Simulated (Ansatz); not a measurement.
TaC in the rock salt structure, quasi-harmonic lattice dynamics with PBEsol in Ansatz (an electronic-structure program). Spin-orbit coupling is not included. The pressure is 15 GPa. The structure is held there; whether it is the stable one at that pressure was not tested.

```
T (K)  α_L (10⁻⁶/K)  C_P (J/mol/K)  bulk modulus B_T (GPa)     γ
-----  ------------  -------------  ----------------------  ----
150             3.0           23.5                     ___  1.96
300             4.4           36.5                     394  1.85
350             4.8           39.4                     392  1.83
550             5.5           46.0                     385  1.80
650             5.7            ___                     381  1.80
750             5.9           49.0                     377  1.80
900             6.2           50.5                     371  1.80
1000            6.3           51.3                     367  1.81
```

Task: Some entries are withheld; supply them.

Result: 
- 150, bulk modulus B_T (GPa): 398
- 650, C_P (J/mol/K): 47.7

Whether this phase is the stable one at each condition was not tested.

The PAW data sets were generated under PBE and serve the other functionals too.
